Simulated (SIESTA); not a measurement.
# Input and output of a self-consistent single point for As (R-3m, 2 atoms in the cell) (SIESTA)

Computed with GGA PBE, numerical atomic orbitals DZP, PseudoDojo PBE standard norm-conserving potentials (rewritten from UPF to PSML) run with SIESTA.

The input file:

```
# files in the folder: As.psml (PseudoDojo PBE standard)
SystemName  As
SystemLabel As

NumberOfAtoms                2
NumberOfSpecies              1
%block ChemicalSpeciesLabel
  1 33 As
%endblock ChemicalSpeciesLabel
LatticeConstant              4.153396 Ang
%block LatticeVectors
     0.890540175   -0.454904854    0.000000000
     0.890540175    0.454904854    0.000000000
     0.658165992    0.000000000    0.752872830
%endblock LatticeVectors
AtomicCoordinatesFormat      Ang
%block AtomicCoordinatesAndAtomicSpecies
     2.299772412    0.000000000    0.709824233  1
     7.831383588    0.000000000    2.417154767  1
%endblock AtomicCoordinatesAndAtomicSpecies

XC.functional                GGA
XC.authors                   PBE
PAO.BasisSize                DZP
PAO.EnergyShift              0.01 Ry
MeshCutoff                   300 Ry
%block kgrid.MonkhorstPack
    7   0   0  0.0
    0   7   0  0.0
    0   0   7  0.0
%endblock kgrid.MonkhorstPack
OccupationFunction           FD
ElectronicTemperature        1160.45 K

MaxSCFIterations             150
SCF.Mixer.Method             Pulay
SCF.Mixer.Weight             0.25
SCF.Mixer.History            6
SCF.DM.Tolerance             1.0E-05
Diag.ParallelOverK           true
WriteForces                  true
```

Log, with long lists cut:

```
reinit: Reading from file input.fdf

reinit: System Name: As
reinit: System Label: As

coor:   Atomic-coordinates input format  =     Cartesian coordinates
coor:                                          (in Angstroms)

siesta: Atomic coordinates (Bohr) and species
siesta:      4.34594   0.00000   1.34137  1        1
siesta:     14.79917   0.00000   4.56776  1        2

siesta: System type = bulk

initatomlists: Number of atoms, orbitals, and projectors:      2    36    36

siesta: ******************** Simulation parameters ****************************
redata: Spin configuration                          = none
redata: Time-Reversal Symmetry                      = T
redata: Number of Atomic Species                    =        1
redata: Mesh Cutoff                                 =   300.0000 Ry
redata: Net charge of the system                    =     0.0000 |e|
redata: Min. number of SCF Iter                     =        0
redata: Max. number of SCF Iter                     =      150
redata: SCF convergence failure will abort job
redata: SCF mix quantity                            = Hamiltonian
redata: Mix DM or H after convergence               =   F
redata: Recompute H after scf cycle                 =   F
redata: Mix DM in first SCF step                    =   T
redata: No kicks to SCF
redata: DM Mixing Weight for Kicks                  =     0.5000
redata: Require Harris convergence for SCF          =   F
redata: Harris energy tolerance for SCF             =     0.000100 eV
redata: Require DM convergence for SCF              =   T
redata: DM tolerance for SCF                        =     0.000010
redata: Require EDM convergence for SCF             =   F
redata: EDM tolerance for SCF                       =     0.001000 eV
redata: Require H convergence for SCF               =   T
redata: Hamiltonian tolerance for SCF               =     0.001000 eV
redata: Require (free) Energy convergence for SCF   =   F
redata: (free) Energy tolerance for SCF             =     0.000100 eV
redata: Using DFT-D3 dispersion                     =   F
redata: Using Saved Data (generic)                  =   F
redata: Method of Calculation                       = Diagonalization
redata: Electronic Temperature                      =  1160.4500 K
redata: Number of TDED substeps                     =        3
redata: Dynamics option                             = Single-point calculation
redata: Save all siesta data in one NC              =   F
redata: ***********************************************************************

%block SCF.Mixers
  Pulay
%endblock SCF.Mixers

%block SCF.Mixer.Pulay
  # Mixing method
  method pulay
  variant stable

  # Mixing options
  weight 0.2500
  weight.linear 0.2500
  history 6
%endblock SCF.Mixer.Pulay

DM_history_depth set to one: no extrapolation allowed by default for geometry relaxation
Size of DM history Fstack: 1
Total number of electrons:    30.000000
Total ionic charge:    30.000000

* ProcessorY, Blocksize:    1  37

* Orbital distribution balance (max,min):    36    36

 Kpoints in:          196 . Kpoints trimmed:          172

siesta: k-grid: Number of k-points = 172
siesta: k-points from Monkhorst-Pack grid
siesta: k-cutoff (effective) =    13.226 Ang
siesta: k-point supercell and displacements
siesta: k-grid:     7     0     0      0.000
siesta: k-grid:     0     7     0      0.000
siesta: k-grid:     0     0     7      0.000

diag: Algorithm                                     = D&C
diag: Parallel over k                               =   F
diag: Use parallel 2D distribution                  =   F
diag: Parallel block-size                           = 37
diag: Parallel distribution                         =     1 x     1
diag: Used triangular part                          = Lower
diag: Absolute tolerance                            =  0.100E-15
diag: Orthogonalization factor                      =  0.100E-05
diag: Memory factor                                 =  1.0000

superc: Internal auxiliary supercell:     5 x     5 x     5  =     125
superc: Number of atoms, orbitals, and projectors:    250   4500   4500

                        Single-point calculation

superc: Internal auxiliary supercell:     5 x     5 x     5  =     125
superc: Number of atoms, orbitals, and projectors:    250   4500   4500

outcell: Unit cell vectors (Ang):
        3.698766   -1.889400    0.000000
        3.698766    1.889400    0.000000
        2.733624    0.000000    3.126979

outcell: Cell vector modules (Ang)   :    4.153396    4.153396    4.153396
outcell: Cell angles (23,13,12) (deg):     54.1176     54.1176     54.1176
outcell: Cell volume (Ang**3)        :     43.7055
new_DM -- step:     1
Initializing Density Matrix...

Attempting to read DM from file... Failed...
DM filled with atomic data:

InitMesh: MESH = 40 x 40 x 40 = 64000
InitMesh: Mesh cutoff (required, used) =   300.000   354.020 Ry

stepf: Fermi-Dirac step function

        iscf     Eharris(eV)        E_KS(eV)     FreeEng(eV)     dDmax    Ef(eV) dHmax(eV)
   scf:    1    -5771.222498    -5769.760714    -5769.767404  0.570801 -2.810518  1.807887
   scf:    2    -5769.875970    -5769.821352    -5769.828026  0.018583 -2.902086  1.217605
   scf:    3    -5769.872583    -5769.854448    -5769.861123  0.031594 -3.068047  0.146309
   scf:    4    -5769.856184    -5769.855524    -5769.862196  0.007903 -3.075428  0.009295
   scf:    5    -5769.855523    -5769.855525    -5769.862198  0.000928 -3.069039  0.018926
   scf:    6    -5769.855531    -5769.855528    -5769.862201  0.000593 -3.070290  0.000046
   scf:    7    -5769.855528    -5769.855528    -5769.862201  0.000011 -3.070278  0.000010
   scf:    8    -5769.855528    -5769.855528    -5769.862201  0.000001 -3.070280  0.000011

SCF Convergence by DM+H criterion
max |DM_out - DM_in|         :     0.0000005669
max |H_out - H_in|      (eV) :     0.0000112807
SCF cycle converged after 8 iterations

Using DM_out to compute the final energy and forces

siesta: E_KS(eV) =            -5769.8555

siesta: E_KS - E_eggbox =     -5769.8555

siesta: Atomic forces (eV/Ang):
     1    0.912767    0.000000    0.281728
     2   -0.912766    0.000000   -0.281728
   Tot    0.000000    0.000000   -0.000000
   Max    0.912767
   Res    0.551517    sqrt( Sum f_i^2 / 3N )
   Max    0.912767    constrained

Stress tensor Voigt[x,y,z,yz,xz,xy] (kbar):      -38.09      -71.03      -67.90        0.00       10.17        0.00
(Free)E + p*V (eV/cell)    -5768.2526
Target enthalpy (eV/cell)    -5769.8622

siesta: Program's energy decomposition (eV):
siesta: Ebs     =      -881.788907
siesta: Eions   =      5970.801903
siesta: Ena     =       178.938915
siesta: Ekin    =      4155.539656
siesta: Enl     =     -2850.225216
siesta: Eso     =         0.000000
siesta: Edftu   =         0.000000
siesta: DEna    =         9.945059
siesta: DUscf   =         0.217368
siesta: DUext   =         0.000000
siesta: Ex      =     -1227.154808
siesta: Ec      =       -66.314599
siesta: Exc     =     -1293.469407
siesta: Eharris =     -5769.855528
siesta: Etot    =     -5769.855528
siesta: FreeEng =     -5769.862201

siesta: Atomic forces (eV/Ang):
siesta:      1    0.912767    0.000000    0.281728
siesta:      2   -0.912766    0.000000   -0.281728
siesta: ----------------------------------------
siesta:    Tot    0.000000    0.000000   -0.000000

siesta: Stress tensor (static) (eV/Ang**3):
siesta:    -0.023776    0.000000    0.006345
siesta:     0.000000   -0.044335   -0.000000
siesta:     0.006345    0.000000   -0.042377

siesta: Cell volume =         43.705463 Ang**3

siesta: Pressure (static):
siesta:                Solid            Molecule  Units
siesta:           0.00040112          0.00086049  Ry/Bohr**3
siesta:           0.03682945          0.07900627  eV/Ang**3
siesta:          59.00728302        126.58199693  kBar
```

The run converged in 8 iterations.

The starting cell has typed, rounded lattice constants, without a prior relaxation at this level. Its lattice was rescaled by up to half a per cent. Values carry the incompleteness of an atom-centred basis. With a pressure of about 6 GPa the cell is away from its equilibrium volume at this level.
